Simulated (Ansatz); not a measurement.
```yaml
crystal:
  lattice:
    - [4.10035, 0.00000, 0.00000]
    - [0.00000, 4.10035, 0.00000]
    - [0.00000, 0.00000, 4.10035]
  atoms:
    - { symbol: Ba, position: [0.00000, 0.00000, 0.00000] }
    - { symbol: Zr, position: [0.50000, 0.50000, 0.50000] }
    - { symbol: O, position: [0.50000, 0.00000, 0.50000] }
    - { symbol: O, position: [0.00000, 0.50000, 0.50000] }
    - { symbol: O, position: [0.50000, 0.50000, 0.00000] }
```

No spin polarisation.

The values are results of Ansatz (a program for electronic structure) PBE, no SOC, not measurements. Γ-centred 8×8×8 mesh, Fermi–Dirac width 0.05 eV.

**Question.** Predict the electron mass, band gap, space group and gap character.

**Answer.** 
- Electron mass (degenerate bands, along [100]) = 0.33, 0.33, 2.6 mₑ (at Γ)
- Band gap = 3.39 eV
- Space group = Pm-3m (No. 221)
- Gap character = indirect, R → Γ

The cells carry an imposed strain or load. Effective masses come from finite differences of ±0.01 Å⁻¹. Stability against distortions was not tested. The cell was made from BaZrO₃ in the cubic perovskite structure (space group Pm-3m, No. 221) by this change: isotropic strain −3.00 %.
